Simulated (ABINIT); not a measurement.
## Equation of state of rock-salt ZrC (space group 225): energy against volume (ABINIT, LDA)

```
CELL_PARAMETERS angstrom
      0.00000     2.25860     2.25860
      2.25860     0.00000     2.25860
      2.25860     2.25860     0.00000
ATOMIC_POSITIONS crystal
  Zr 0.00000 0.00000 0.00000
  C  0.50000 0.50000 0.50000
```

Level of theory: LDA (PW92), norm-conserving pseudopotentials (PseudoDojo nc-sr-04 LDA standard) (plane waves; ABINIT). Settings: pseudos = [Zr.upf, C.upf]; ecut = 53 Ha; occopt = 3; tsmear = 0.00183747 Ha; ngkpt = 22 22 22; nshiftk = 1; shiftk = 0 0 0; potentials = PseudoDojo nc-sr-04 LDA standard; nband = 13; kptopt = 1; nstep = 60; toldfe = 1e-09 Ha. The cell above is the first row's. The rows scale it uniformly. In all rows fractional positions and the k mesh are held. E is the free energy at the stated smearing, counted from the lowest row.

```
V (Å^3/atom)  E (meV/atom)
------------  ------------
11.5218                  ?
11.7722              37.69
12.0227              16.01
12.2732               3.75
12.5236               0.00
12.7741               3.95
13.0246              14.87
13.2751              32.08
13.5255              54.98
```

Taking the third-order Birch-Murnaghan form, a cubic in V^(-2/3) for E over the 8 complete rows: With u = V^(-2/3) - 0.184, the rows have u = 0.009239, 0.006545, 0.003944, 0.001430, -0.001002, -0.003356, -0.005636, -0.007844. Least squares gives E = 1.424 - 1893.38·u + 629415·u² + 43957·u³. Residuals (row less fit): -0.002, 0.004, 0.000, -0.004, -0.003, 0.005, 0.000, -0.001; standard error 0.004 (degrees of freedom: 4). Its minimum lies at u = 0.001504, so V0 = (0.185504)^(-3/2) = 12.52. There d²E/du² = 1259000 and d³E/du³ = 263700, so B0 = (4/9) × 12.52^(-7/3) × 1259000 × 0.160218 = 247 GPa (the last factor turns the table's units into GPa), and B0' = 4 + (2/3) × 0.185504 × (263700)/1259000 = 4.0. The program's pressures in the fitted runs (not shown) pass through zero at V = 12.52, 0.00 % from this V0.

Problem. Predict the withheld E at V = 11.5218 from the fit, and compare with the calculation.

Solution. u = 0.012029, so E = 1.424 - 1893.38 × 0.012029 + 629415 × 0.012029² + 43957 × 0.012029³ = 69.799 meV/atom. The calculation gives 69.78 meV/atom, 0.019 meV/atom below the prediction (under 0.05 % of the range of E in the table). The row lies outside the fitted rows, so this is an extrapolation. From the scatter of the fitted rows alone, a prediction at this place has a standard error of 0.012 meV/atom, so the miss is 1.6 times that.

Carrying the step between the two nearest rows on in a straight line would have given 59.36, off by 10.42; series whose last step already gives the withheld value aren't shown. The scan was laid around a cell of about the measured size, scaled by a guess for this functional. The runs keep the symmetry of the cell, so they don't test it for distortions. Cutoffs and mesh are single choices, not tested for convergence of this quantity. Series with a scatter that would blur these digits, or in which a gap closes, are not shown. Nor are scans whose minimum lies at an end fitted in this form.
